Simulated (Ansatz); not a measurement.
Tl: energy against strain

Tl (hcp, P6_3/mmc, 31.476 Å³/atom at rest, c along z) under a strain ε along c (axis z), the other axes held. PBE in Ansatz, a plane-wave DFT program (PAW, default set), 420 eV, 18×18×11 Γ-centred mesh, Fermi-Dirac smearing 0.10 eV; ions are relaxed within the symmetry of each cell.

Here s stands for strain and y for E less E0.

```csv
strain (%),E less E0 (meV/atom)
-3.00,?
-1.50,0.83
-1.00,0.29
-0.50,0.02
0.00,0.00
0.50,0.20
1.00,0.61
1.50,1.19
```

Fit y of the 7 rows that show it with a parabola. Least squares gives y = -0.001 + 0.1357·s + 0.4495·s². Residuals (row less fit): 0.023, -0.023, -0.024, 0.001, 0.021, 0.026, -0.024; standard error 0.029 (degrees of freedom: 4). Twice the quadratic coefficient over the volume, 2 × 0.4495 meV × 10⁴ × 0.1602 / 31.476 Å³, is the elastic constant C33 = 46 ± 1.3 GPa.

Problem. Predict the withheld y at s = -3.00 from the fit, and compare with the calculation.

Solution. y = -0.001 + 0.1357 × (-3.0) + 0.4495 × (-3.0)² = 3.637 meV/atom. The calculation gives 4.24 meV/atom, 0.603 meV/atom above the prediction (14.2 % of the range of y in the table). The row lies outside the fitted rows, so this is an extrapolation. From the scatter of the fitted rows alone, a prediction at this place has a standard error of 0.110 meV/atom, so the miss is 5.5 times that.

One order more, fitted to all 13 runs of the series, follows each within 0.01, so the miss is the next term of a smooth law. In a metal these values are sensitive to mesh and smearing; energies are taken to zero smearing, stresses follow the free energy. Rows are the converged runs of the series near zero and its far end; series whose fitted rows scatter by over a few per cent of the range, as at a crossing or softening among them, aren't shown in this form. Most that stay on the fit to the last digits aren't either.
